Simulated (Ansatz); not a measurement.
The reference is WSe₂ (space group P6_3/mmc, No. 194; layered, stacked along the Cartesian z axis).

```
WSe2
1.0
    3.27904     0.00000     0.00000
   -1.63952     2.83973     0.00000
    0.00000     0.00000    12.78623
W Se
2 4
Direct
  0.66667   0.33333   0.75000
  0.33333   0.66667   0.25000
  0.66667   0.33333   0.38172
  0.33333   0.66667   0.88172
  0.33333   0.66667   0.61828
  0.66667   0.33333   0.11828
```

Calculations: Kohn–Sham DFT with the PBE-D3(BJ) functional, run in Ansatz (an electronic-structure program) with PAW and 420 eV plane waves, scalar-relativistic without spin-orbit coupling.

```tsv
level	band gap	lattice parameter a	lattice parameter c
PBE-D3(BJ)	0.87 eV	3.279 Å	12.786 Å
```

Task: What does experiment give, and how far off is each level?

Result: Measured: band gap 1.2 eV (room temperature; as listed in Carlos M. O. Bastos et al., Physical Review Materials (2019)); lattice parameter a 3.282 Å (room temperature; as listed in arXiv:1605.07067); lattice parameter c 12.96 Å (room temperature; as listed in arXiv:1605.07067). Computed minus measured — band gap: PBE-D3(BJ) -0.33 eV; lattice parameter a: PBE-D3(BJ) -0.1 %; lattice parameter c: PBE-D3(BJ) -1.3 %. Measured values not marked as corrected hold thermal and zero-point effects that the static-lattice runs lack. A measured gap can be an optical one, lowered by exciton binding. Levels without spin-orbit coupling miss its effect on the gap.

Spin-orbit coupling, missing from the scalar runs, can matter with W. No phonon test of stability was made.
